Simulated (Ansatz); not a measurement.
**PdGe in the rock salt structure (space group Fm-3m, No. 225; a hypothetical phase, not in the database extracts checked)**

PdGe is taken in the cubic space group Fm-3m (No. 225), the rock salt structure, Pearson symbol cF8. Conventional cell: a = 5.128 Å, b = 5.128 Å, c = 5.128 Å, α = 90.00°, β = 90.00°, γ = 90.00°. Ge on 4a is surrounded by 6 Pd at 2.564 Å (octahedral). Pd on 4b sees 6 Ge at 2.564 Å (octahedral). (Neighbours: up to the widest gap in distance over summed covalent radii, below 1.35, at either atom; cation-cation and far metal-metal contacts left out.)
(The calculation used a cell of 2 atoms; values per cell refer to that cell.)

Level of theory: PBEsol, PAW, 420 eV (Ansatz, a quantum-chemistry and plane-wave program; spin-orbit coupling left out). Settings: 16×16×16 k-points, 0.05 eV Fermi–Dirac smearing.

| Item | Result |
|---|---|
| Volume per atom | 16.86 Å³ |
| Density | 8.82 g/cm³ |
| Band gap | zero |
| Total energy | -5580.207 eV/atom (σ→0; compares only within this code and set-up) |

No phonon test of stability was made. The final runs are not spin-polarised.
